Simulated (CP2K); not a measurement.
# Input and output of a self-consistent single point for NiO2 (R-3m, 3 atoms in the cell) (CP2K)

Method: PBEsol, GPW, DZVP-MOLOPT-SR-GTH basis, GTH-PBE potentials (GTH_POTENTIALS) run with CP2K.

Input:

```
&GLOBAL
  PROJECT run
  RUN_TYPE ENERGY_FORCE
  PRINT_LEVEL MEDIUM
&END GLOBAL
&FORCE_EVAL
  METHOD Quickstep
  STRESS_TENSOR ANALYTICAL
  &DFT
    BASIS_SET_FILE_NAME BASIS_MOLOPT
    POTENTIAL_FILE_NAME GTH_POTENTIALS
    &QS
      METHOD GPW
      EPS_DEFAULT 1E-10
    &END QS
    &MGRID
      CUTOFF 600
      REL_CUTOFF 40
      NGRIDS 5
    &END MGRID
    &SCF
      SCF_GUESS ATOMIC
      EPS_SCF 1E-6
      MAX_SCF 100
      ADDED_MOS 6
      &DIAGONALIZATION
        ALGORITHM STANDARD
      &END DIAGONALIZATION
      &MIXING
        METHOD BROYDEN_MIXING
        ALPHA 0.3
        NBUFFER 12
        BETA 1
      &END MIXING
      &SMEAR ON
        METHOD GAUSSIAN
        SIGMA [eV] 0.02
      &END SMEAR
    &END SCF
    &KPOINTS
      SCHEME MONKHORST-PACK 14 14 14
      GAMMA_CENTERED T
    &END KPOINTS
    &XC
      &XC_FUNCTIONAL
        &PBE
          PARAMETRIZATION PBESOL
        &END PBE
      &END XC_FUNCTIONAL
    &END XC
    &PRINT
      &MO
        EIGENVALUES T
        OCCUPATION_NUMBERS T
        NDIGITS 8
        FILENAME mo
        &EACH
          QS_SCF 0
        &END EACH
        ADD_LAST NUMERIC
      &END MO
      &MULLIKEN ON
      &END MULLIKEN
    &END PRINT
  &END DFT
  &SUBSYS
    &CELL
      A 5.05962100 0.00000000 0.00000000
      B 4.28499200 2.69046600 0.00000000
      C 4.28499200 1.23371900 2.39092900
      PERIODIC XYZ
    &END CELL
    &COORD
      Ni       0.00000000     0.00000000     0.00000000
      O        9.97737516     2.87264861     1.75024849
      O        3.65222984     1.05153639     0.64068051
    &END COORD
    &KIND Ni
      BASIS_SET DZVP-MOLOPT-SR-GTH-q18
      POTENTIAL GTH-PBE-q18
    &END KIND
    &KIND O
      BASIS_SET DZVP-MOLOPT-SR-GTH-q6
      POTENTIAL GTH-PBE-q6
    &END KIND
  &END SUBSYS
  &PRINT
    &FORCES ON
    &END FORCES
    &STRESS_TENSOR ON
    &END STRESS_TENSOR
  &END PRINT
&END FORCE_EVAL
```

Output, abridged:

```
 GLOBAL| Method name                                                        CP2K
 GLOBAL| Project name                                                        run
 GLOBAL| Run type                                                   ENERGY_FORCE

 CELL| Volume [angstrom^3]:                                            32.547091
 CELL| Vector a [angstrom]:       5.060     0.000     0.000   |a| =     5.059621
 CELL| Vector b [angstrom]:       4.285     2.690     0.000   |b| =     5.059621
 CELL| Vector c [angstrom]:       4.285     1.234     2.391   |c| =     5.059621
 CELL| Angle (b,c), alpha [degree]:                                    32.123933
 CELL| Angle (a,c), beta  [degree]:                                    32.123934
 CELL| Angle (a,b), gamma [degree]:                                    32.123940
 CELL| Numerically orthorhombic:                                              NO
 CELL| Periodicity                                                           XYZ

 DFT| Spin restricted Kohn-Sham (RKS) calculation                            RKS
 DFT| Multiplicity                                                             1
 DFT| Number of spin states                                                    1
 DFT| Charge                                                                   0
 DFT| XC density smoothing                                                  NONE
 DFT| XC derivatives                                                          PW

 QS| Method:                                                                 GPW
 QS| Density plane wave grid type                        NON-SPHERICAL FULLSPACE
 QS| Number of grid levels:                                                    5
 QS| Density cutoff [a.u.]:                                                300.0
 QS| Multi grid cutoff [a.u.]: 1) grid level                               300.0
   [... lines left out ...]
 BRILLOUIN| Wavefunction type                                            COMPLEX
 BRILLOUIN| List of Kpoints [2 Pi/Bohr]                                     1376
 BRILLOUIN| Number           Weight            X              Y              Z
 BRILLOUIN|     1           0.00073       -0.42857       -0.42857       -0.42857
 BRILLOUIN|     2           0.00073       -0.42857       -0.42857       -0.35714
 BRILLOUIN|     3           0.00073       -0.42857       -0.42857       -0.28571
   [... 1373 lines left out ...]
 *******************************************************************************

 Extrapolation method: initial_guess

 Re-scaling the density matrix to get the right number of electrons
                  # Electrons              Trace(P)               Scaling factor
                           30                30.000                        1.000

 Number of electrons:                                                         30
 Number of occupied orbitals:                                                 15
 Number of molecular orbitals:                                                21

 Number of orbital functions:                                                 52
 Number of independent orbital functions:                                     52
 SCF WAVEFUNCTION OPTIMIZATION

  Step     Update method      Time    Convergence         Total energy    Change
     1 NoMix/Diag. 0.30E+00      -     1.76658917      -201.3882426780 -2.01E+02
     2 Broy./Diag. 0.30E+00      -     0.29222404      -201.3590475895  2.92E-02
     3 Broy./Diag. 0.30E+00      -     0.13003794      -198.5345411687  2.82E+00
     4 Broy./Diag. 0.30E+00      -     0.05555872      -201.2071759030 -2.67E+00
     5 Broy./Diag. 0.30E+00      -     0.00578434      -201.1957120690  1.15E-02
     6 Broy./Diag. 0.30E+00      -     0.00442589      -201.1109498882  8.48E-02
     7 Broy./Diag. 0.30E+00      -     0.00053487      -200.9989371382  1.12E-01
   [... 3 lines left out ...]
    11 Broy./Diag. 0.30E+00      -     0.00006779      -201.0017273179  5.77E-04
    12 Broy./Diag. 0.30E+00      -     0.00000829      -201.0013410803  3.86E-04
    13 Broy./Diag. 0.30E+00      -     0.00000773      -201.0012794350  6.16E-05
    14 Broy./Diag. 0.30E+00      -     0.00000162      -201.0012399627  3.95E-05
    15 Broy./Diag. 0.30E+00      -     0.00000043      -201.0012410411 -1.08E-06
  *** SCF run converged in    15 steps ***

  Electronic density on regular grids:        -29.9999999728        0.0000000272
  Core density on regular grids:               29.9999999994       -0.0000000006
  Total charge density on r-space grids:        0.0000000266
  Total charge density g-space grids:           0.0000000266

  Overlap energy of the core charge distribution:               0.00000000000002
  Self energy of the core charge distribution:               -344.19159282867361
  Core Hamiltonian energy:                                     96.04977654872248
  Hartree energy:                                              70.60508305965580
  Exchange-correlation energy:                                -23.46450782080730
  Smearing free energy correction:                             -0.00000000000000
  Fermi energy:                                                 0.17846052277942

  Total energy:                                              -201.00124104110262
  Total energy (extrapolated to sigma->0):                   -201.00124104110262

                     Mulliken Population Analysis

 #  Atom  Element  Kind  Atomic population                           Net charge
       1     Ni       1         17.816437                              0.183563
       2     O        2          6.091781                             -0.091781
       3     O        2          6.091781                             -0.091781
 # Total charge                             30.000000                  0.000000

 ENERGY| Total FORCE_EVAL ( QS ) energy [hartree]           -201.001241919387638

 FORCES| Atomic forces [hartree/bohr]
 FORCES|   Atom     x               y               z               |f|
 FORCES|      1  5.73842319E-11  1.37858933E-11 -3.10284197E-11   6.66765608E-11
 FORCES|      2  1.08578602E-03  3.12628112E-04  1.90528862E-04   1.14584853E-03
 FORCES|      3 -1.08578608E-03 -3.12628126E-04 -1.90528830E-04   1.14584859E-03
 FORCES| Sum     2.00430905E-12 -5.28323153E-13  1.31571566E-13
 FORCES| Total atomic force                                       2.07694275E-12

 STRESS| Analytical stress tensor [bar]
 STRESS|                        x                   y                   z
 STRESS|      x        4.83259011481E+03   2.94359601162E+03   1.79349307806E+03
 STRESS|      y        2.94359601162E+03  -4.54322022882E+03   5.16286036729E+02
 STRESS|      z        1.79349307806E+03   5.16286036729E+02  -5.07489729961E+03
 STRESS| 1/3 Trace                                            -1.59517580454E+03
```

The run converged in 15 iterations.

The starting cell comes from a database of computed structures (which also holds hypothetical and non-ambient phases and stackings), without a prior relaxation at this level. Values carry the incompleteness of an atom-centred basis. The potentials were made for another functional than the one used.

Cost on one core of a shared machine: roughly 5 min.
